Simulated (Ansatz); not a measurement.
## Response to strain in InPd

Base system: InPd in the CsCl type structure (space group Pm-3m, No. 221; a = 3.2480 Å; relaxed with 0.1 eV smearing). Axes: x, y, z lie along the cube axes.

Strains are applied to the cell and any free atomic positions relax; under biaxial strain the out-of-plane vector relaxes too.

Method: PBEsol (Ansatz, a quantum-chemistry and plane-wave program), no SOC.

```csv
"biaxial strain, plane normal [001], relaxed out of plane (%)",out-of-plane strain (%)
-3,5.25
-2.5,?
-2,3.43
-1.5,2.57
-1,1.70
-0.5,0.84
0,0.00
```

Question: Fit ε⊥ = −νε + γε² (strains in %) to the rows shown and predict the withheld row.

Answer: Least squares on the printed values gives ν = 1.67 (the biaxial Poisson response) and γ = 0.027 (largest residual 0.01 %); this predicts 4.34 %, and the run gives 4.32 %, 0.02 lower.

No phonon test of stability was made. The final runs are not spin-polarised.
